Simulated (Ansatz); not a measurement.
# A computed series for InSb: response to strain

Consider InSb in the zinc blende structure (space group F-43m, No. 216; a = 6.5561 Å).

Strains are applied to the cell and any free atomic positions relax.

Calculations: Ansatz (an electronic-structure program), r2SCAN, PAW, cutoff 500 eV, no spin-orbit coupling.

Notes on the quantities. energy relative to the base: free energy F.

| variant | band gap | energy relative to the base | pressure |
|---|---|---|---|
| base | zero | 0 meV/atom | 0.0 GPa |
| isotropic strain −3.00 % | 0.59 eV | +43 meV/atom | 4.9 GPa |
| isotropic strain −2.50 % | 0.49 eV | +30 meV/atom | 4.0 GPa |
| isotropic strain −2.00 % | 0.39 eV | +19 meV/atom | 3.0 GPa |
| isotropic strain −1.50 % | 0.30 eV | +10 meV/atom | 2.2 GPa |
| isotropic strain −1.00 % | 0.21 eV | +4.5 meV/atom | 1.4 GPa |
| isotropic strain −0.50 % | [?] | [?] | [?] |

Complete the table.


- isotropic strain −0.50 %, band gap: 0.11 eV
- isotropic strain −0.50 %, energy relative to the base: +1.1 meV/atom
- isotropic strain −0.50 %, pressure: 0.7 GPa

With Sb present, leaving out spin-orbit coupling can change the band edges. Stability against distortions was not tested. The final runs are not spin-polarised. Gaps under 0.05 eV, about the width of the smearing, are given as zero. The zero or small gap of InSb can change with the level of theory.
